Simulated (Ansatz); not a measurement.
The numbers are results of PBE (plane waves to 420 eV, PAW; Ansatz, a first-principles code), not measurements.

Planar average of the electrostatic potential across the slab, in eV from the Fermi level, for a constructed model of the (0001) surface of hcp Zr, a pseudomorphic layer of Zn in the host's stacking (bottom of the slab: a bare face, its two planes held):

| z (Å) | V (eV) |
|---|---|
| 3.79 | 4.18 |
| 4.08 | 4.18 |
| 4.37 | 4.17 |
| 4.67 | 4.15 |
| 4.96 | 4.11 |
| 5.25 | 4.05 |
| 5.54 | 3.92 |
| 5.83 | 3.69 |
| 6.12 | 3.27 |
| 6.42 | 2.51 |
| 6.71 | 1.18 |
| 7.00 | -1.15 |
| 7.29 | -5.46 |
| 7.58 | -12.06 |
| 7.87 | -17.16 |
| 8.17 | -17.64 |
| 8.46 | -13.19 |
| 8.75 | -6.35 |
| 9.04 | -1.56 |
| 9.33 | -0.03 |
| 9.62 | -1.23 |
| 9.92 | -5.63 |
| 10.21 | -12.45 |
| 10.50 | -17.28 |
| 10.79 | -17.24 |
| 11.08 | -12.37 |
| 11.37 | -5.61 |
| 11.67 | -1.31 |
| 11.96 | -0.09 |
| 12.25 | -1.52 |
| 12.54 | -6.10 |
| 12.83 | -12.87 |
| 13.12 | -17.38 |
| 13.42 | -17.02 |
| 13.71 | -11.98 |
| 14.00 | -5.29 |
| 14.29 | -1.23 |
| 14.58 | -0.22 |
| 14.87 | -1.87 |
| 15.17 | -6.75 |
| 15.46 | -13.48 |
| 15.75 | -17.61 |
| 16.04 | -16.75 |
| 16.33 | -11.37 |
| 16.62 | -4.77 |
| 16.92 | -1.05 |
| 17.21 | -0.34 |
| 17.50 | -2.37 |
| 17.79 | -7.72 |
| 18.08 | -14.32 |
| 18.37 | -17.79 |
| 18.67 | -16.14 |
| 18.96 | -10.27 |
| 19.25 | -3.89 |
| 19.54 | -0.74 |
| 19.83 | -0.57 |
| 20.12 | -3.26 |
| 20.42 | -9.25 |
| 20.71 | -15.44 |
| 21.00 | -17.87 |
| 21.29 | -15.22 |
| 21.58 | -8.98 |
| 21.87 | -3.31 |
| 22.17 | -0.89 |
| 22.46 | -2.04 |
| 22.75 | -5.45 |
| 23.04 | -8.17 |
| 23.33 | -8.41 |
| 23.62 | -5.90 |
| 23.92 | -1.91 |
| 24.21 | 1.30 |
| 24.50 | 2.49 |
| 24.79 | 3.11 |
| 25.08 | 3.43 |
| 25.37 | 3.58 |
| 25.67 | 3.66 |
| 25.96 | 3.70 |
| 26.25 | 3.72 |
| 26.54 | 3.73 |
| 26.83 | 3.74 |
| 27.12 | 3.74 |
| 27.42 | 3.74 |

Set-up: 7 atoms, 15.4 Å thick at the start; mesh 13x13x1; 0.1 eV smearing; dipole correction on; 2 atoms held, the rest relaxed; held to the start's symmetry, so lower structures may exist; no spin, no spin-orbit, no U. It is one candidate, not shown to be the stable structure of the face.

Task: The surface cell has an area of 9.05 Å². What dipole along the normal does the step between the two vacuum levels imply?

Result: the top vacuum level lies 0.44 eV below the bottom one; p = −ε₀ A ΔV (ε₀ = 0.005526 e/(V·Å)) gives 0.02 e·Å a cell.
